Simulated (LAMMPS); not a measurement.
MD of ZnO (wurtzite) at zero pressure, 432 atoms, as a liquid; each row is its own run.

Level of theory: classical MD, Buckingham potential of Lewis and Catlow, J. Phys. C 18, 1149 (1985), first set, used with rigid ions (no shells), PPPM sums, short-range terms cut at 10 Å, modified for these runs by an r^-4 repulsive force inside the short-range force's maximum; code LAMMPS.

```
T (K)  D(Zn) (cm²/s)
-----  -------------
1800         4.11e-6
2020         9.52e-6
2250         1.82e-5
2810         4.04e-5
3150         6.02e-5
3600         8.15e-5
```

Q: Fit an Arrhenius law, ln y = a + b / x, to these rows (x is the first column, y the second) and predict the run at x = 2480.

A: Least squares gives a = -6.3662 and b = -10600. The slope times kB gives an activation energy of 0.91 eV. At x = 2480 the fit predicts 2.39e-5 cm²/s. The run itself gave (2.9 ± 0.2) × 10^-5 cm²/s, so the fit is 17 % low.

Caution: the potential ionic pair potential lewis1985a is fitted to static crystal properties with a polarisable anion, which is rigid here.

Caution: at ambient pressure real ZnO sublimes or decomposes before or as it melts, so this liquid is the model's.

Caution: a run this short can hold a crystal over, or a liquid under, the potential's own melting point, which these runs don't give.

Errors of D are the spread over four groups of atoms in one short run; a floor of about 5 %, a picked value, is safer.
